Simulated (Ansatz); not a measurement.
## MoS2 with two functionals, isotropic strain −1.00 %

Consider MoS2 in the 3R-MoS2 type structure (space group R3m, No. 160; a = 3.153 Å, c = 17.994 Å (hexagonal axes); layered, stacked along the Cartesian z axis).

(Cell as relaxed with PBE-D3(BJ).)

Levels (all Ansatz, a quantum-chemistry and plane-wave program, PAW, earlier PAW set): PBE-D3(BJ) (420 eV, without spin-orbit coupling); r2SCAN+rVV10 (500 eV, scalar-relativistic without spin-orbit coupling).

Each level relaxes its own structure.

```csv
base,PBE-D3(BJ),r2SCAN+rVV10
volume per atom,17.22 Å³,18.03 Å³
lattice parameter a,315.3 pm,317.5 pm
band gap,0.77 eV,1.02 eV
```

The change: the cell is scaled by 0.9900 in all directions; the atoms relax in the strained cell.

```csv
quantity,PBE-D3(BJ),r2SCAN+rVV10
hole mass,"1.00 mₑ along k, 0.59 mₑ across (at T)",___
smallest direct gap,1.88 eV,___
band gap,0.70 eV,___
shift of the gap caused by the change,-0.06 eV,___
"pressure (mean of the normal stresses, compression positive)",2.49 GPa,___
```

Problem. Given the PBE-D3(BJ) results, estimate those of r2SCAN+rVV10.

Solution. 
- hole mass, r2SCAN+rVV10: 0.82 mₑ along k, 0.70 mₑ across (at T)
- smallest direct gap, r2SCAN+rVV10: 1.91 eV
- band gap, r2SCAN+rVV10: 0.99 eV
- shift of the gap caused by the change, r2SCAN+rVV10: -0.04 eV
- pressure (mean of the normal stresses, compression positive), r2SCAN+rVV10: 2.46 GPa

PBE-D3(BJ)'s smallest direct gap lies 0.03 eV below r2SCAN+rVV10's; PBE-D3(BJ)'s band gap lies 0.29 eV below r2SCAN+rVV10's; PBE-D3(BJ)'s shift of the gap caused by the change lies 0.029 eV below r2SCAN+rVV10's. Neither level is exact; r2SCAN+rVV10 is the comparison here, not a measurement.

Masses are band curvatures over ±0.01 Å⁻¹ around the edge. Along k means along the line from Γ to the band edge. Gaps are Kohn–Sham eigenvalue differences; semilocal functionals usually give less than the measured gap. Whether these cells are dynamically stable was not tested.
